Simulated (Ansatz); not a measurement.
# A computed series for InAs: response to strain

Base system: InAs in the zinc blende structure (space group F-43m, No. 216).

```xyz
2
Lattice="0.0000 3.0130 3.0130 3.0130 0.0000 3.0130 3.0130 3.0130 0.0000" Properties=species:S:1:pos:R:3 pbc="T T T"
In     0.0000     0.0000     0.0000
As     1.5065     1.5065     1.5065
```

Strains are applied to the cell and any free atomic positions relax.

Calculations: LDA (Ansatz, an electronic-structure program), no spin-orbit coupling.

Notes on the quantities. energy relative to the base: free energy F.

```tsv
case	energy relative to the base	pressure	volume per atom
base	0 meV/atom	0.0 GPa	27.35 Å³
isotropic strain −2.00 %	+20 meV/atom	4.2 GPa	25.74 Å³
isotropic strain −1.50 %	+11 meV/atom	3.0 GPa	26.14 Å³
isotropic strain −1.00 %	+4.8 meV/atom	1.9 GPa	26.54 Å³
isotropic strain −0.50 %	+1.2 meV/atom	0.9 GPa	26.94 Å³
isotropic strain +0.50 %	+1.1 meV/atom	-0.9 GPa	27.77 Å³
isotropic strain +1.50 %	+9.8 meV/atom	-2.4 GPa	28.60 Å³
isotropic strain +2.00 %	+17 meV/atom	-3.1 GPa	29.03 Å³
isotropic strain +2.50 %	+26 meV/atom	-3.7 GPa	29.46 Å³
isotropic strain +3.00 %	+37 meV/atom	-4.3 GPa	29.89 Å³
```

The mesh was chosen for an insulator and is coarse for the gapless case. Stability against distortions was not tested. The final runs are not spin-polarised.
